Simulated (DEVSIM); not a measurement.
System: Ru/Si3N4/p-Si capacitor, at 300 K.

```
layer (left to right)  material  thickness (nm)  Na (cm⁻³)
---------------------  --------  --------------  ---------
1                         Si3N4            7.60          -
2                            Si            1800     9.8e16
```

Metal gate on the left, work function 4.7 eV. Fixed charge at the semiconductor interface 1e11 cm⁻² (in units of +e); no interface traps.

Constants are typed, rounded textbook-type inputs, not results; the design itself was drawn at random and stands for no fabricated device. Values at 300 K.

```csv
parameter,Si3N4,Si
gap (eV),5.1,1.124
affinity (eV),2.1,4.05
permittivity,7.5,11.7
Nc (cm⁻³),-,2.86e19
Nv (cm⁻³),-,3.1e19
```

Model (solved in DEVSIM): 1D Poisson equation in equilibrium, Boltzmann statistics, complete ionisation; no quantum confinement or tunnelling. Metal contacts follow the ideal Schottky-Mott rule: no Fermi-level pinning, no interface dipoles.

The substrate doping was swept, all else fixed.

```json
[
 {"substrate doping (cm^-3)": "4.9e15", "flat-band voltage (V)": "-0.27", "threshold voltage (band bending 2φF) (V)": "0.44", "minimum of the low-frequency capacitance (μF/cm²)": "0.0275"},
 {"substrate doping (cm^-3)": "9.8e15", "flat-band voltage (V)": "-0.28", "threshold voltage (band bending 2φF) (V)": "0.48", "minimum of the low-frequency capacitance (μF/cm²)": "0.0369"},
 {"substrate doping (cm^-3)": "2e16", "flat-band voltage (V)": "-0.30", "threshold voltage (band bending 2φF) (V)": "0.52", "minimum of the low-frequency capacitance (μF/cm²)": "0.0499"},
 {"substrate doping (cm^-3)": "4.9e16", "flat-band voltage (V)": "-0.33", "threshold voltage (band bending 2φF) (V)": "0.60", "minimum of the low-frequency capacitance (μF/cm²)": "0.0733"},
 {"substrate doping (cm^-3)": "9.8e16", "flat-band voltage (V)": "-0.34", "threshold voltage (band bending 2φF) (V)": "0.67", "minimum of the low-frequency capacitance (μF/cm²)": "0.0993"},
 {"substrate doping (cm^-3)": "2e17", "flat-band voltage (V)": "-0.36", "threshold voltage (band bending 2φF) (V)": "0.78", "minimum of the low-frequency capacitance (μF/cm²)": "0.132"}
]
```

From the first row to the last the flat-band voltage goes from -0.27 to -0.36. From the first row to the last the threshold voltage (band bending 2φF) goes from 0.44 to 0.78.
